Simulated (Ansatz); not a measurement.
Ansatz (a program for electronic structure) run on V3Pt (Pmm2, 8 atoms in the cell): self-consistent single point.

Level of theory: PBEsol, default PAW files made with PBE (plane waves; Ansatz).

```
CELL_PARAMETERS angstrom
      4.77373     0.00000     0.00000
      0.00000     4.77373     0.00000
      0.00000     0.00000     4.77373
ATOMIC_POSITIONS crystal
  V  0.00000 0.75000 0.50000
  V  0.00000 0.25000 0.50000
  V  0.76047 0.50000 0.00000
  V  0.25000 0.50000 0.00000
  V  0.50000 0.00000 0.75000
  V  0.50000 0.00000 0.25000
  Pt 0.00000 0.00000 0.00000
  Pt 0.50000 0.50000 0.50000
```

Reference input (self-consistent single point, DFT, PBEsol, plane waves, default PAW files made with PBE): basis.ecutwfc = 420 eV; kpoints.mp_grid.grid = 5 5 5; hamiltonian.xc = pbesol; hamiltonian.pseudopotentials = {kind: paw} (the program's default PAW files); scf.occupations.method = fermi_dirac; scf.occupations.width = 0.1 eV. This run's input differs from it in these lines:

Ansatz 0.2 input:
```diff
@@ -17,3 +17,3 @@
 kpoints:
-  mp_grid: { grid: [5, 5, 5] }
+  mp_grid: { grid: [11, 11, 11] }
 hamiltonian:
@@ -22,3 +22,3 @@
 scf:
-  occupations: { method: fermi_dirac, width: 0.1 }
+  occupations: { method: fermi_dirac, width: 0.02 }
 output:
```

Output, abridged:

```
SCF iter   1: F=—  HF=-42082.982154 eV  |F-HF|=—  |Δ(HF+E_count)|=         —  Δρ=1.02e-2  dr2=7.32e-2  ethr=1.77e-3  ⟨swp⟩=4.2  Hψ=45648  notcnv=0
all-band conjugate gradients solve this SCF's bands
preconditioner: auto → Kerker (q_TF=auto, 2.750 Å⁻¹)
SCF iter   2: F=—  HF=-42082.962077 eV  |F-HF|=—  |Δ(HF+E_count)|=   2.01e-2  Δρ=3.56e-3  dr2=8.99e-3  ethr=6.42e-5  ⟨swp⟩=3.0  Hψ=28496  notcnv=0  defer=586
   [... lines left out ...]
SCF iter   4: F=—  HF=-42082.960118 eV  |F-HF|=—  |Δ(HF+E_count)|=   2.88e-6  Δρ=1.75e-4  dr2=3.23e-5  ethr=3.88e-7  ⟨swp⟩=2.0  Hψ=19283  notcnv=0  defer=586
SCF iter   5: F=—  HF=-42082.960529 eV  |F-HF|=—  |Δ(HF+E_count)|=   4.11e-4  Δρ=5.22e-5  dr2=3.68e-6  ethr=2.83e-8  ⟨swp⟩=2.4  Hψ=22780  notcnv=0  defer=586
SCF iter   6: F=—  HF=-42082.960528 eV  |F-HF|=—  |Δ(HF+E_count)|=   7.69e-7  Δρ=1.33e-5  dr2=1.44e-7  ethr=3.23e-9  ⟨swp⟩=2.0  Hψ=19753  notcnv=0  defer=586
SCF iter   7: F=-42082.960528 eV  HF=-42082.960528 eV  |F-HF|=8.67e-9  |Δ(HF+E_count)|=   1.60e-8  Δρ=3.67e-6  dr2=1.23e-8  ethr=8.77e-11  ⟨swp⟩=7.8  Hψ=46330  notcnv=0
SCF 1 converged in 7 iterations: F = -42082.960528 eV  dr2 = 1.23e-8
Free energy (F): -42082.960528 eV
Internal energy: -42082.941624 eV  (E = F + TS)
E sigma→0 (E₀):  -42082.951076 eV
Entropy (-TS):   -0.018904 eV (-2.363 meV/atom)
Fermi energy:    19.238671 eV
--- Forces (eV/Å), atoms counted from 1 ---
  atom   1  V      0.00679930     0.03566141     0.00000000
  atom   2  V      0.00679930    -0.03566141     0.00000000
  atom   3  V     -0.45100503     0.00000000     0.00000000
  atom   4  V      0.24621270     0.00000000     0.00000000
  atom   5  V      0.00978220     0.00000000     0.02515462
  atom   6  V      0.00978220     0.00000000    -0.02515462
  atom   7  Pt     0.08814962     0.00000000     0.00000000
  atom   8  Pt     0.08347435     0.00000000     0.00000000
--- Stress (GPa, compression-positive) ---
       -2.912693       0.000000       0.000000
        0.000000      -2.372193       0.000000
        0.000000       0.000000      -3.350597
  P = ⅓ Tr σ = -2.8785 GPa (-28.785 kbar)
  The stress holds the Pulay correction. Without it, at fixed plane waves, as pw.x and ABINIT print it: P = -2.9570 GPa
```

The run converged in 7 iterations. Against the reference run the free energy goes up by 19.1 meV/atom, the pressure goes from -2.42 to -2.88 GPa and the largest force goes from 0.490 to 0.451 eV/Å.

The starting cell comes from a database of computed structures (which also holds hypothetical and non-ambient phases and stackings), without a prior relaxation at this level. Its lattice was rescaled by up to half a per cent. One atom was moved a little off its site on purpose. Spin polarisation is off. Ansatz's pressure includes its estimate of the finite-basis (Pulay) stress.

Cost on one core of a shared machine: roughly 90 s.
